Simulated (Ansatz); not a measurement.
**Relaxation of cell and atoms of CrI₃ (R-3, 8 atoms in the cell) at several settings**

```
CrI3
1.0
    3.22027     1.85923     5.92317
   -3.22027     1.85923     5.92317
    0.00000    -3.71845     5.92317
Cr I
2 6
Direct
  0.33333   0.33333   0.33333
  0.66667   0.66667   0.66667
  0.08800   0.75500   0.42100
  0.42100   0.08800   0.75500
  0.75500   0.42100   0.08800
  0.91200   0.24500   0.57900
  0.57900   0.91200   0.24500
  0.24500   0.57900   0.91200
```
Moments meant for the start (each program seeds them in its own way; μB, in the order of the atoms Cr Cr I I I I I I): 3.0 3.0 0.0 0.0 0.0 0.0 0.0 0.0.

Base: PBEsol, PAW files made with PBE (Ansatz, an electronic-structure program). Its settings: basis.ecutwfc = 30.9 Ry; kpoints.mp_grid.grid = 3 3 3; hamiltonian.xc = pbesol; hamiltonian.pseudopotentials = {kind: paw} (an earlier, softer set of the program's PAW files); magnetization.spin_polarized = true; scf.occupations.method = fermi_dirac; scf.occupations.width = 0.0037 Ry. Starting volume 26.60 Å³ per atom.

Each line gives the change from the base single point and the result:

- relax: default → cell and atoms: pressure 0.00 GPa; largest force (vector length) 0.001 eV/Å; final cell a = b = c = 7.722 Å, α = β = γ = 52.40°; final volume per atom 33.43 Å³; relaxation steps 10; free energy against the base single point -112.9 meV/atom.
- hamiltonian.dispersion: default → d3bj; relax: default → cell and atoms [DFT, PBEsol-D3BJ, plane waves, PAW files made with PBE]: pressure 0.01 GPa; largest force (vector length) 0.002 eV/Å; final cell a = b = c = 7.3023 Å, α = β = γ = 54.23°; final volume per atom 29.79 Å³; relaxation steps 6.

The starting cell was generated: these elements placed on a structure prototype, without a prior relaxation; it need not be a known phase or ordering of this composition. Its lattice was rescaled by a random factor within 2.5 % of one. The magnetic order is the one reached from the typed start; others were not searched systematically. Ansatz's pressure includes its estimate of the finite-basis (Pulay) stress.

Left out of this page: 1 run of the series stopped by limits of time or memory.

Keys are those of Ansatz 0.2.
